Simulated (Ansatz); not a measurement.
**CdS: tensor shear ε_xy = +1.71 %**

Base system: CdS in the zinc blende structure (space group F-43m, No. 216; a = 5.757 Å). Axes: x, y, z lie along the cube axes.

It is then changed as follows: a pure shear with ε_xy = ε_yx = 0.0171, atoms relaxed at fixed cell.

Computed with Ansatz (a quantum-chemistry and plane-wave program), LDA, PAW, cutoff 420 eV, without spin-orbit coupling. Settings: 10×10×10 k-points, 0.05 eV Fermi–Dirac smearing.

```csv
quantity,base,changed,shift
volume per atom,23.85 Å³,23.84 Å³,-0.01 Å³
space group,F-43m (No. 216),Imm2 (No. 44),–
shortest interatomic distance,2.493 Å,2.491 Å,-0.002 Å
energy relative to the base (free energy F),0 meV/atom,+2.4 meV/atom,+2.4 meV/atom
"pressure (mean of the normal stresses, compression positive)",0.00 GPa,-0.03 GPa,-0.03 GPa
band gap,0.95 eV,0.87 eV,-0.08 eV
gap character,direct at Γ,direct at Γ,–
"valence-band top at Γ (three highest levels, from the VBM)","0.00, 0.00, 0.00 eV","0.00, -0.07, -0.13 eV",–
largest internal atomic displacement,–,0.023 Å,–
"stress (xx, yy, zz, yz, xz, xy; compression positive)",–,"(-0.03, -0.03, -0.03, 0.00, 0.00, -0.95) GPa",–
```

Final structure:

```yaml
crystal:
  lattice:
    - [0.04922, 2.87831, 2.87831]
    - [2.87831, 0.04922, 2.87831]
    - [2.92753, 2.92753, 0.00000]
  atoms:
    - { symbol: Cd, position: [0.00391, 0.00391, 0.99609] }
    - { symbol: S, position: [0.24609, 0.24609, 0.25391] }
```

The cells carry an imposed strain or load. Stability against distortions was not tested. k-point labels follow each cell's own Brillouin zone.
